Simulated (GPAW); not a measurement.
GPAW run on LiNiS₂ (P2/c, 8 atoms in the cell): self-consistent single point.

Level of theory: PBEsol, GPAW PAW datasets PBEsol (made by gpaw-setup) (plane waves; GPAW).

The change in words: lattice scaled by 0.98. Reference geometry:
```
LiNiS2
1.0
    5.77262     0.00000     0.00000
    0.00000     3.43378     0.00000
   -0.00829     0.00000     5.94827
Li Ni S
2 2 4
Direct
  0.50000   0.25785   0.75000
  0.50000   0.74215   0.25000
  0.00000   0.74624   0.25000
  0.00000   0.25376   0.75000
  0.21131   0.24667   0.41869
  0.78869   0.75333   0.58131
  0.78869   0.24667   0.08131
  0.21131   0.75333   0.91869
```

Reference input (self-consistent single point, DFT PBEsol, plane waves, GPAW PAW datasets PBEsol (made by gpaw-setup)): mode = pw; ecut = 850 eV; xc = PBEsol; kpts = 4 7 4; mesh shift (steps) = 0 0 0; occupations.name = methfessel-paxton; occupations.width = 0.136 eV; occupations.order = 0; nbands = -12; convergence.forces = 0.001 eV/Å; symmetry.symmorphic = false; symmetry.tolerance = 0.0005. This run's input differs from it in these lines:

```diff
@@ -5,5 +5,5 @@
 atoms = Atoms(['Li', 'Li', 'Ni', 'Ni', 'S', 'S', 'S', 'S'],
-              cell=[[5.772621, 0.000000, 0.000000],
-                    [0.000000, 3.433781, 0.000000],
-                    [-0.008285, 0.000000, 5.948266]],
+              cell=[[5.657169, 0.000000, 0.000000],
+                    [0.000000, 3.365105, 0.000000],
+                    [-0.008119, 0.000000, 5.829301]],
               scaled_positions=[[0.500000, 0.257850, 0.750000],
```

Output (repeated stretches shortened):

```
     iter     time        total  log10-change:
                         energy   eigst   dens  force
iter:   1 --:--:--   -42.788654
iter:   2 --:--:--   -42.795244   -0.23  -1.41
iter:   3 --:--:--   -42.769440c  -0.82  -1.43
iter:   4 --:--:--   -42.759767   -1.29  -1.48
iter:   5 --:--:--   -42.771795c  -1.91  -1.88
iter:   6 --:--:--   -42.761860c  -2.28  -2.03
iter:   7 --:--:--   -42.757782c  -3.02  -2.28
iter:   8 --:--:--   -42.758311c  -3.90  -2.60
iter:   9 --:--:--   -42.757484c  -3.52  -2.42
   [... 2 lines left out ...]
iter:  12 --:--:--   -42.757513c  -5.59  -3.54
iter:  13 --:--:--   -42.757508c  -5.87  -3.58
iter:  14 --:--:--   -42.757498c  -6.41  -3.69
iter:  15 --:--:--   -42.757505c  -6.36  -3.79
iter:  16 --:--:--   -42.757502c  -7.25  -4.06c
iter:  17 --:--:--   -42.757500c  -7.79c -4.12c
iter:  18 --:--:--   -42.757502c  -7.77c -4.15c -2.27
iter:  19 --:--:--   -42.757499c  -7.93c -4.30c -2.42
iter:  20 --:--:--   -42.757498c  -7.85c -4.51c -2.98
iter:  21 --:--:--   -42.757498c  -8.19c -4.65c -2.49
iter:  22 --:--:--   -42.757498c  -9.24c -4.84c -3.64c
Converged after 22 iterations.

Dipole moment: (-0.000000, 0.000000, 0.000000) |e|*Ang

Energy contributions relative to reference atoms: (reference = -126428.046726)

Kinetic:        +43.090947
Potential:      -37.046036
External:        +0.000000
XC:             -49.339868
Entropy (-ST):   -0.057847
Local:           +0.566383
SIC:             +0.000000
--------------------------
Free energy:    -42.786421
Extrapolated:   -42.757498

Showing only first 2 kpts
 Kpt  Band  Eigenvalues  Occupancy
  0    27      5.91832    2.00000
  0    28      7.07138    0.00693
  0    29      7.77206    0.00000
  0    30      7.82065    0.00000

  1    27      5.98637    2.00000
  1    28      7.11578    0.00157
  1    29      7.12770    0.00102
  1    30      7.74413    0.00000

Fermi level: 6.81172

No gap
   [... lines left out ...]
  2 Ni    0.00000    0.01836    0.00000
  3 Ni    0.00000   -0.01836   -0.00000
  4 S     0.13533    0.02267   -0.08442
  5 S    -0.13533   -0.02267    0.08442
  6 S    -0.13533    0.02267    0.08442
  7 S     0.13533   -0.02267   -0.08442

Stress tensor:
    -0.011044     0.000000     0.002105
     0.000000    -0.012067     0.000000
     0.002105     0.000000    -0.014188
Stress (GPa, Voigt): [-1.7694 -1.9334 -2.2731  0.      0.3373  0.    ]
```

The run converged in 22 iterations. GPAW prints stress with tension positive. Against the reference run the free energy drops by 5.8 meV/atom, the pressure goes from -3.88 to 1.99 GPa and the largest force goes from 0.298 to 0.161 eV/Å.

The starting cell comes from a database of computed structures (which also holds hypothetical and non-ambient phases and stackings), without a prior relaxation at this level. Its lattice was rescaled by a random factor within 2.5 % of one. For this run, on top of that: lattice scaled by 0.98. Spin polarisation is off, so a magnetic state, if there is one, cannot be reached.

Cost on one core of a shared machine: roughly 4 min.
